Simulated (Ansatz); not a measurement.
Functionals compared on the (10-11) surface of hcp Be in its 1x1 cell, outermost plane spacing 0.29 Å in the ideal cut, in Ansatz (plane waves, PAW). The structure was relaxed with PBE; the other rows are single points on it, each with its references at the same level. Cutoff 420 eV (500 eV for r2SCAN).

Model: 14-atom slab, 10.6 Å thick at the start, 17x9x1 mesh, Fermi-Dirac 0.1 eV, dipole correction, all atoms relaxed; held to the part of the start's symmetry that mesh and held atoms allow; no spin, no spin-orbit, no U. These notes are the PBE run's.

| functional | surface energy (J/m²) | work function of the top face (eV) | rough cost of the single point |
|---|---|---|---|
| PBE | 1.89 | 5.04 | – |
| LDA | 2.17 | 5.22 | very roughly 14 core-seconds |
| PBEsol | [?] | [?] | very roughly 14 core-seconds |
| RPBE | 1.74 | 4.96 | roughly 15 core-seconds |
| r2SCAN | 1.95 | 5.08 | roughly 26 core-seconds |

Complete the blanks.


- PBEsol, surface energy (J/m²): 2.06
- PBEsol, work function of the top face (eV): 5.10

Ansatz is a program for electronic structure.
